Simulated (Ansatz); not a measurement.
The starting structures come from a database of crystals and need not be the phases stable at ambient conditions.

Tunnelling through a barrier is set by its complex band structure: the current falls as exp(−2κd) with the smallest κ.

Input:

```
CELL_PARAMETERS angstrom
      7.80053     0.00000     0.00000
      0.00000     7.80053     0.00000
      3.90026    -3.90026     6.09031
ATOMIC_POSITIONS crystal
  Rb 0.82069 0.67931 0.00000
  Rb 0.17931 0.32069 0.00000
  Rb 0.32069 0.82069 0.00000
  Rb 0.67931 0.17931 0.00000
  Rb 0.75000 0.25000 0.50000
  Rb 0.25000 0.75000 0.50000
  Mg 0.75000 0.75000 0.50000
  Mg 0.25000 0.25000 0.50000
  H  0.52527 0.97473 0.68458
  H  0.47473 0.02527 0.31542
  H  0.02527 0.20984 0.68458
  H  0.97473 0.79016 0.31542
  H  0.79016 0.70984 0.68458
  H  0.20984 0.29016 0.31542
  H  0.29016 0.47473 0.68458
  H  0.70984 0.52527 0.31542
  H  0.50000 0.50000 0.00000
  H  0.00000 0.00000 0.00000
```

Space group of this cell: I4/mcm. The cell was relaxed by PBE-D3(BJ).

Transport runs along the normal of the first two printed cell vectors, the (001) plane of the conventional cell.

No gap correction and no spin-orbit coupling; mid-gap values are interpolated between computed energies.

Task: Predict the band gap and the smallest decay constant κ at mid-gap from r2SCAN run with Ansatz (an electronic-structure program).

Result: Gap 3.43 eV on a 6×6×6 mesh; κ = 0.347 1/Å, at the zone centre.
